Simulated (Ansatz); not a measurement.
# Effect of isotropic strain +5.95 % on BaTiO3

The parent structure is BaTiO₃ in the cubic perovskite structure (space group Pm-3m, No. 221; a = 3.9940 Å).

Perturbation: an isotropic linear strain of +5.95 %, atoms relaxed at fixed cell.

All numbers come from r2SCAN (Ansatz, a program for electronic structure; PAW; 500 eV plane waves; no spin-orbit coupling). Γ-centred 8×8×8 mesh, Fermi–Dirac width 0.05 eV.

The space group stays Pm-3m (No. 221) and the shortest interatomic distance goes up by 0.119 Å to 2.116 Å. The energy goes up by 187 meV/atom and the pressure goes from zero to -212.4 kbar. The band gap decreases by 0.436 eV (2.17 eV → 1.74 eV) and the gap character stays indirect, R → Γ. The smallest direct gap shrinks by 0.30 eV to 1.98 eV and the width of the top valence band falls by 0.114 eV (0.96 eV → 0.84 eV).

Final structure:

```yaml
crystal:
  lattice:
    - [4.23169, 0.00000, 0.00000]
    - [0.00000, 4.23169, 0.00000]
    - [0.00000, 0.00000, 4.23169]
  atoms:
    - { symbol: Ba, position: [0.00000, 0.00000, 0.00000] }
    - { symbol: Ti, position: [0.50000, 0.50000, 0.50000] }
    - { symbol: O, position: [0.00000, 0.50000, 0.50000] }
    - { symbol: O, position: [0.50000, 0.50000, 0.00000] }
    - { symbol: O, position: [0.50000, 0.00000, 0.50000] }
```

Whether these cells are dynamically stable was not tested. All final runs are without spin polarisation. Many cubic perovskites are stable only at high temperature; tilts and polar distortions were not tested. This is not the structure that BaTiO3 has at room temperature and ambient pressure.
